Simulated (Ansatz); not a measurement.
Cell and atoms of amorphous Ge₁₂Se₄₈:

```xyz
60
Lattice="11.8154 0.0000 0.0000 0.0000 11.8154 0.0000 0.0000 0.0000 11.8154" Properties=species:S:1:pos:R:3 pbc="T T T"
Ge    10.4039     9.5341    10.7795
Ge    10.5086     4.8597    10.2369
Ge    10.0598     1.6148     4.8491
Ge     1.5296    10.1241     1.8432
Ge     6.7278     6.0600     8.7762
Ge     8.6400     5.0831     3.2109
Ge     7.1076     3.1282    10.1284
Ge     5.0063     0.3895     8.6413
Ge    10.0934    11.0082     7.3683
Ge     2.6343     7.0199     3.0428
Ge     5.1915     0.8736     2.3838
Ge     2.6487     5.4161     8.7677
Se     0.6938     6.7358     6.5181
Se    11.4122     3.6500     1.6869
Se     4.5815     6.9444     1.8452
Se     4.2353     9.9535     8.9103
Se     9.2177     8.7720     0.9645
Se     7.8176     7.2509     3.8837
Se     9.9217    10.0979     5.1068
Se    10.1478     4.0506     4.7650
Se     3.2055     2.0043     8.2106
Se     6.4917     1.8057     5.6282
Se     8.6674    11.6964     3.8993
Se     2.3982    10.6774    11.4554
Se     2.0855     4.6599     3.5578
Se     9.6619     1.5397     7.2175
Se     5.6259     7.3757     7.0387
Se     6.5791     3.8839     3.1922
Se     2.2633     7.3494    10.1983
Se     3.0956    10.4560     3.7141
Se     7.3207     1.9858     1.8929
Se     0.5846     4.5622     7.7229
Se     5.3836     6.5732    10.7087
Se     0.6355    10.5872     7.7765
Se     2.8976     8.4581     5.0067
Se     6.3148    11.5482     6.7641
Se     6.3424     4.6954     0.0486
Se     7.5247    10.4495     0.4974
Se     3.5674     3.5676    10.0165
Se     6.5488     3.8413     7.9348
Se    11.3935    11.7001    11.2888
Se     3.8904     5.7841     6.6569
Se     4.6842     9.8524    11.2666
Se     6.0977     1.0151    10.6760
Se    11.4493    11.6325     1.8615
Se     5.6581    10.2822     2.2128
Se     0.5670     0.9644     4.3910
Se     3.4383     4.1171     1.6764
Se     8.3931     6.9779     6.1905
Se     0.6191     7.9264     2.0412
Se     8.7100    10.0663     9.1017
Se     1.2533     0.8463     6.6848
Se     3.1925     1.6084     1.2349
Se     0.0213     8.0052     9.4014
Se     9.0195     6.6051     9.1669
Se    10.6717     7.0396     5.1451
Se     9.4040     2.6719    10.4573
Se    10.0123     5.5838     1.2230
Se     1.1066     3.7074    11.7817
Se     4.4384     1.7467     4.4924
```

Calculation: PBE-D3(BJ), scalar-relativistic without spin-orbit coupling, PAW (Ansatz default set, large-core Se) (plane waves to 420 eV; Ansatz, an electronic-structure program).

A CHGNet melt-quench gave the starting glass, which DFT then relaxed. The hot cell started wider than the set density and was brought back towards it in steps. It is the lowest in DFT energy of 4 quenches. It is a model cell: composition and starting density were chosen by hand, and all elements were melted together. The geometry includes D3(BJ) dispersion. Its density started from a set value of 4.37 and ended at 4.69 g/cm³. The quench (nominally 60 K/ps over its main leg) was far faster than any real one, so the model tends to hold more defects than a real film. Values belong to this one cell and scatter from quench to quench. The volume was free in the relaxation, at fixed shape.

Cut-offs for bonds: Ge-Ge 2.85 Å, Ge-Se 2.70 Å, Se-Se 2.66 Å.

Give the coordination numbers, mean bond lengths and angles.


| Quantity | Result |
|---|---|
| Mean coordination of Ge | 3.83 (1 with 2, 11 with 4) |
| Mean coordination of Se | 1.96 (2 with 1, 46 with 2) |
| Mean Se-Se bond | 2.414 Å (spread 0.063 Å, 24 counted) |
| Mean Ge-Se bond | 2.426 Å (spread 0.041 Å, 46 counted) |
| Bond angle at Ge | mean 109.4°, spread 7.9° |
| Bond angle at Se | mean 98.9°, spread 9.8° |

Which atoms depart from the most common coordination of their element?

Ge2 has 2 (Se57 2.46 Å, Se55 2.53 Å); Se15 has 1 (Ge10 2.29 Å); Se59 has 1 (Se14 2.29 Å).
